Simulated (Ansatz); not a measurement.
## How far to go with the plane-wave cutoff: CsLuS₂ (R3m, 4 atoms in the cell)

```yaml
crystal:
  lattice:
    - [1.98803, 1.14779, 8.02099]
    - [-1.98803, 1.14779, 8.02099]
    - [0.00000, -2.29558, 8.02099]
  atoms:
    - { symbol: Cs, position: [0.00208, 0.00208, 0.00208] }
    - { symbol: Lu, position: [0.50000, 0.50000, 0.50000] }
    - { symbol: S, position: [0.77409, 0.77409, 0.77409] }
    - { symbol: S, position: [0.22591, 0.22591, 0.22591] }
```

Level of theory: PBEsol, default PAW files made with PBE (plane waves; Ansatz, a first-principles code).

Base settings: basis.ecutwfc = 420 eV; kpoints.mp_grid.grid = 7 7 7; hamiltonian.xc = pbesol; hamiltonian.pseudopotentials = {kind: paw} (the program's default PAW files); scf.occupations.method = fixed.

The second cell is the first with its lattice scaled by 0.98.

The mesh stays at the base's, so the ladder's end is converged at best in this setting alone.

The first pressure column holds Ansatz's estimate of the finite-basis (Pulay) stress, which hides part of the cutoff error; the other is without it.

Only quantities that move along the ladder and can be compared are tabulated.

The count of work is k-points × plane waves × bands × iterations; it is no time. 

The starting cell comes from a database of computed structures (which also holds hypothetical and non-ambient phases and stackings), without a prior relaxation at this level. Its lattice was rescaled by up to half a per cent. One atom was moved a little off its site on purpose.

```csv
basis.ecutwfc,free energy less the last step's (meV/atom),energy of the compressed cell less the first (meV/atom),pressure (GPa),pressure without the Pulay estimate (GPa),largest difference of a force vector from the last step's (eV/Å),count of work / last
145 eV,13092.74,-74.57,-6.90,-258.74,0.745,0.060
170 eV,5811.63,14.93,-2.63,-122.26,0.151,0.079
190 eV,3075.25,4.65,-0.89,-76.34,0.004,0.096
210 eV,1521.26,2.28,-0.71,-48.26,0.061,0.11
230 eV,660.11,8.35,-0.63,-27.23,0.065,0.12
250 eV,253.76,10.30,-0.73,-13.19,0.051,0.14
295 eV,24.20,7.32,-0.92,-2.35,0.024,0.18
335 eV,4.25,6.39,-1.02,-1.21,0.006,0.19
380 eV,1.33,6.15,-1.04,-1.08,0.001,0.26
420 eV,0.65,6.10,-1.04,-1.06,0.001,0.31
460 eV,0.37,6.08,-1.05,-1.05,0.000,0.35
505 eV,0.21,6.07,-1.05,-1.05,0.000,0.36
565 eV,0.10,6.06,-1.05,-1.05,0.000,0.42
630 eV,0.07,6.06,-1.05,-1.05,0.000,0.56
735 eV,0.04,6.06,-1.05,-1.05,0.000,0.62
840 eV,0.02,6.06,-1.05,-1.05,0.000,0.76
1010 eV,0.00,6.06,-1.05,-1.05,0.000,1.0
```

Coarsest basis.ecutwfc that holds the forces within 0.02 eV/Å of the last step, with all finer ones: 335 eV, at 0.19 of the last step's count of work; the step before is off by 0.024 eV/Å.

Coarsest basis.ecutwfc that holds the energy of the compressed cell less the first within 0.5 meV/atom of the last step, with all finer ones: 335 eV, at 0.19 of the last step's count of work; the step before is off by 1.3 meV/atom.

Coarsest basis.ecutwfc that holds the free energy within 0.5 meV/atom of the last step, with all finer ones: 460 eV, at 0.35 of the last step's count of work; the step before is off by 0.65 meV/atom.

The energy difference between the two cells stays within 1 meV/atom of the last step's from 335 eV on, the total only from 420 eV on: much of the error is common to both cells and cancels.

At the lowest cutoff the pressure without the Pulay estimate lies 258 GPa under the last step's, the usual sign of Pulay stress in an incomplete plane-wave basis.

Keys are those of Ansatz 0.2.
